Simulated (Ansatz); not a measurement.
Base system: Cu in the fcc (Cu type) structure (space group Fm-3m, No. 225).

```cif
data_Cu4
_chemical_formula_sum 'Cu4'
_space_group_name_H-M_alt 'Fm-3m'
_space_group_IT_number 225
_space_group_name_Hall '-F 4 2 3'
_cell_length_a 3.57902
_cell_length_b 3.57902
_cell_length_c 3.57902
_cell_angle_alpha 90.000
_cell_angle_beta 90.000
_cell_angle_gamma 90.000
loop_
_atom_site_label
_atom_site_type_symbol
_atom_site_symmetry_multiplicity
_atom_site_Wyckoff_symbol
_atom_site_fract_x
_atom_site_fract_y
_atom_site_fract_z
_atom_site_occupancy
Cu1 Cu 4 a 0.00000 0.00000 0.00000 1
```
(The calculation used a cell of 1 atom; values per cell refer to that cell.)

Level of theory: DFT with r2SCAN, PAW potentials and a 500 eV plane-wave cutoff in Ansatz (a first-principles code), no SOC, earlier PAW set.

For the base:

The volume per atom is 11.46 Å³. The magnetic state is not spin-polarised.

Modification: every Cu is replaced by Ni, then cell and atoms are relaxed.

Tabulated Pauling electronegativity and covalent radius: Cu 1.90, 1.32 Å; Ni 1.91, 1.24 Å.

Problem. What happens to the volume per atom?

Solution. The volume per atom shrinks by 0.93 Å³, from 11.46 Å³ to 10.53 Å³.

Problem. What happens to the magnetic state?

Solution. The magnetic state becomes ferromagnetic (base: not spin-polarised).

The magnetic state is the one reached from the starting moments; the real material's order can differ, and small cells can't hold many antiferromagnetic ones. No phonon test of stability was made. Spin-polarised in the final run: Ni; the other runs are not.
